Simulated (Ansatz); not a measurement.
A hypothetical phase is included: elements placed on a structure type, which no database files for this compound.

By PBEsol, the system below comes out a metal.

A figure of merit of an interconnect metal is its ballistic conductance per area.

Here is the system:

```xyz
2
Lattice="3.8157 0.0000 0.0000 -1.9078 3.3045 0.0000 1.9078 1.1015 3.1155" Properties=species:S:1:pos:R:3 pbc="T T T"
Ru     1.9078     1.1015     0.7789
Ru     0.0000     2.2030     1.5577
```

The cell was relaxed by PBE-D3(BJ); by PBEsol it stands under a pressure of -0.5 GPa.

The current flows along the normal of the first two printed cell vectors, the (111) plane of the conventional cell. No spin-orbit coupling; the value is a mean over 0.1 eV about the Fermi level.

Question: Compute, with PBEsol (Ansatz, a first-principles code), the ballistic conductance per area.

Answer: 0.75 × 10¹⁵ S/m² for both spins.
